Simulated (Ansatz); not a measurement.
AlN (P6_3mc), HSE06, rigid bands (Ansatz, a first-principles code): N_c = 4.17e18 cm⁻³ at 300 K and an electron conductivity mass of 0.313 mₑ along x (a = (3.11, 0.00, 0.00) Å; b = (-1.56, 2.70, 0.00) Å; c = (0.00, 0.00, 4.98) Å).

For 1e16 electrons per cm³ at 300 K, place the Fermi level, estimate the Seebeck coefficient of a parabolic band with constant τ, and give mobility and conductivity for τ = 10 fs.

The level lies k_BT ln(N_c/n) = 0.156 eV below the conduction-band minimum. S ≈ −(k_B/e)[ln(N_c/n) + 5/2] = -735 μV/K, against -735 μV/K from the full bands (mean over directions). μ = eτ/m = 56.2 cm²/(V·s) and σ = neμ = 0.0900 S/cm. τ is assumed, not computed.

Band transport and this doping are assumed; polarons and phonon drag are left out. Spin-orbit coupling is left out. Geometry: cell and atoms relaxed with PBEsol.
